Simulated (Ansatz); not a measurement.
An H-capped Sn nanowire along [111], 14 atoms a period besides the caps, stretched and compressed along its axis from its relaxed period of 11.504 Å, atoms relaxed at each length.

All values below come from PBE (plane waves to 420 eV, PAW; Ansatz, a first-principles code). Mesh 1×1×4. No spin polarisation. Isolated but for its images some 11 Å away. An idealised model, cut from the bulk lattice. Only distortions within the start's symmetry and period were free. Values not marked SOC lack spin–orbit coupling. Buckling under compression is shut out by symmetry and the short period. Energies are free energies at a Fermi–Dirac width of 0.02 eV, from the unstrained cell.

```csv
strain (%),energy (meV a period),axial force (nN),PBE gap (eV)
-3.0,+45,-0.41,2.45
-1.5,+12,-0.21,2.37
0.0,0,0.00,2.27
+1.5,+9,+0.15,2.17
+3.0,+38,+0.37,2.07
+6.0,+160,+0.76,1.83
```
